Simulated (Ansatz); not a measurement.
For MgGaNO (model structure, started from the AlSiCN type, P3m1, No. 156, 4 atoms in the cell), PBE (Ansatz, a quantum-chemistry and plane-wave program, PAW) gives:

| Item | Result |
|---|---|
| equilibrium lattice constant a | 3.264 Å |
| lattice parameter c | 5.226 Å |
| bulk modulus B0 | 138 GPa |
| cohesive energy | 4.61 eV/atom |
| band gap | 1.98 eV |

Q: What does r²SCAN (Ansatz, PAW) give for the same quantities?

A: 
- lattice constant a: 3.231 Å (shrinks by 1.0 %)
- lattice parameter c: 5.157 Å (falls by 1.3 %)
- bulk modulus: 154 GPa (rises by 12 %)
- cohesive energy: 4.74 eV/atom (grows by 0.13 eV/atom)
- band gap: 2.61 eV (rises by 0.63 eV)

Changes are worked out from the printed values.

Unless a cell is named, each level is at its own relaxed cell (PBE 12.05, r²SCAN 11.66 Å³/atom).

Spin–orbit coupling is included only where a level's name says +SOC; with heavier elements it mostly lowers gaps and can invert bands. Density-functional gaps are differences of (generalised) Kohn–Sham levels.

Caveats: the bulk modulus is −V dP/dV from two relaxed cells at ±2 % in volume (PBE, r²SCAN). Ansatz's density-functional and Hartree–Fock values are scalar-relativistic unless marked +SOC, with PAW data made under PBE.

A model structure was made by putting elements into a prototype or built by hand; it is no filed structure, need not be a known phase, and can be a saddle point held by its symmetry.
